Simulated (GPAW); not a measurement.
A self-consistent single point of AuZn (P1, 2 atoms in the cell) with GPAW.

Computed with PBE, GPAW PAW datasets PBE (gpaw-data 1.0.1) (plane waves; GPAW).

The change in words: lattice scaled by 0.98. Reference geometry:
```xyz
2
Lattice="3.1500 0.0000 0.0000 0.0000 3.1500 0.0000 0.0000 0.0000 3.1500" Properties=species:S:1:pos:R:3 pbc="T T T"
Zn     1.5335     1.5650     1.5629
Au     0.0415     0.0100     0.0121
```

Reference input (self-consistent single point, DFT PBE, plane waves, GPAW PAW datasets PBE (gpaw-data 1.0.1)): mode = pw; ecut = 850 eV; xc = PBE; kpts = 8 8 8; mesh shift (steps) = 0 0 0; occupations.name = methfessel-paxton; occupations.width = 0.2 eV; occupations.order = 0; nbands = -10; symmetry.symmorphic = false; symmetry.tolerance = 0.0005; maxiter = 100. This run's input differs from it in these lines:

```diff
@@ -5,7 +5,7 @@
 atoms = Atoms(['Zn', 'Au'],
-              cell=[[3.150000, 0.000000, 0.000000],
-                    [0.000000, 3.150000, 0.000000],
-                    [0.000000, 0.000000, 3.150000]],
-              positions=[[1.533458, 1.564980, 1.562948],
-                         [0.041542, 0.010020, 0.012052]],
+              cell=[[3.087000, 0.000000, 0.000000],
+                    [0.000000, 3.087000, 0.000000],
+                    [0.000000, 0.000000, 3.087000]],
+              positions=[[1.502789, 1.533680, 1.531689],
+                         [0.040711, 0.009820, 0.011811]],
               pbc=True)
```

Log, with long lists cut:

```
     iter     time        total  log10-change:
                         energy   eigst   dens
iter:   1 --:--:--    -5.120198
iter:   2 --:--:--    -5.052790   -1.00  -1.36
iter:   3 --:--:--    -4.961179   -1.22  -1.39
iter:   4 --:--:--    -4.888591   -3.39  -1.66
iter:   5 --:--:--    -4.675907   -2.06  -1.71
iter:   6 --:--:--    -4.677639   -3.80  -2.64
iter:   7 --:--:--    -4.681340c  -2.77  -2.54
iter:   8 --:--:--    -4.671716c  -3.45  -2.50
iter:   9 --:--:--    -4.672067c  -5.49  -3.12
iter:  10 --:--:--    -4.672168c  -5.84  -3.19
iter:  11 --:--:--    -4.673446c  -4.72  -3.21
iter:  12 --:--:--    -4.670588c  -3.66  -3.00
iter:  13 --:--:--    -4.670590c  -5.16  -3.89
iter:  14 --:--:--    -4.670586c  -6.81  -3.97
iter:  15 --:--:--    -4.670583c  -6.87  -4.07c
iter:  16 --:--:--    -4.670583c  -8.07c -4.16c
Converged after 16 iterations.

Dipole moment: (-0.746972, -0.180945, -0.217607) |e|*Ang

Energy contributions relative to reference atoms: (reference = -565459.597762)

Kinetic:         +0.249024
Potential:       +1.305523
External:        +0.000000
XC:              -6.393754
Entropy (-ST):   -0.010540
Local:           +0.173894
SIC:             +0.000000
--------------------------
Free energy:     -4.675853
Extrapolated:    -4.670583

Showing only first 2 kpts
 Kpt  Band  Eigenvalues  Occupancy
  0     9      6.10491    2.00000
  0    10      6.11441    2.00000
  0    11     15.13397    0.00000
  0    12     15.13522    0.00000

  1     9      5.88646    2.00000
  1    10      6.08021    2.00000
  1    11     13.30937    0.00000
  1    12     15.68424    0.00000

Fermi level: 9.88427

No gap
No difference between direct/indirect transitions
Energy (eV): -4.670583

Forces in eV/Ang:
  0 Zn    0.45246    0.11271    0.13545
  1 Au   -0.45110   -0.11237   -0.13501

Stress tensor:
    -0.096761    -0.001358    -0.001631
    -0.001358    -0.099532    -0.000406
    -0.001631    -0.000406    -0.099453
Stress (GPa, Voigt): [-15.5029 -15.9468 -15.9342  -0.065   -0.2613  -0.2176]
```

The run converged in 16 iterations. GPAW prints stress with tension positive. Against the reference run the free energy goes up by 59.4 meV/atom, the pressure goes from 5.40 to 15.79 GPa and the largest force goes from 0.351 to 0.486 eV/Å.

The starting cell has typed, rounded lattice constants, without a prior relaxation at this level. Its atoms were displaced at random from the sites of space group no. 221. For this run, on top of that: lattice scaled by 0.98. With a pressure of about 16 GPa the cell is away from its equilibrium volume at this level.

Cost on one core of a shared machine: roughly 2 min.
